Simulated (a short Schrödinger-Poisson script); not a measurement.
Solved with a short Schrödinger-Poisson script written for these runs: one-band effective-mass equation with BenDaniel-Duke matching, electrons, heavy and light holes apart, hard walls at the outer ends, one valence edge for both holes (no strain splitting), no charge, excitons, band mixing or non-parabolicity; under a field the levels are quasi-bound states of a box, listed while three quarters of their weight lies within 4 nm of the wells.

Structure: single In0.53Ga0.47As/InP quantum well.

```tsv
layer	material	thickness (nm)
1	InP	20
2	In0.53Ga0.47As	20
3	InP	20
```

Constants are typed, rounded textbook-type inputs, not results; the design itself was drawn at random and stands for no fabricated device. In0.53Ga0.47As: direct gap (eV) 0.74, conduction-band edge (eV) 0, electron mass (mₑ) 0.041, heavy-hole mass 0.38, light-hole mass 0.052. InP: direct gap (eV) 1.344, conduction-band edge (eV) 0.25, electron mass (mₑ) 0.08, heavy-hole mass 0.53, light-hole mass 0.12.

The valence-band edge of each layer lies one gap below its conduction-band edge. The electron's potential energy rises along the stack by the applied field. Mesh 0.03 nm at interfaces.

Gate and field steps stay those of the base.

One input was changed, with this effect: e1 above the well's band edge 14.3 → 10.0 meV; e1-hh1 transition at zero applied field 0.756 → 0.751 eV; e2 − e1 43.3 → 30.1 meV; hh1 − lh1 10.0 → 7.0 meV.

Q: Which change was it?
A. conduction-band offset 0.25 → 0.23 eV
B. electron mass in the well 0.041 → 0.035 mₑ
C. well width 20 → 25 nm

A: C, well width 20 → 25 nm

Excitons are left out, and strain enters only through the typed gaps and offsets, so measured lines lie elsewhere.
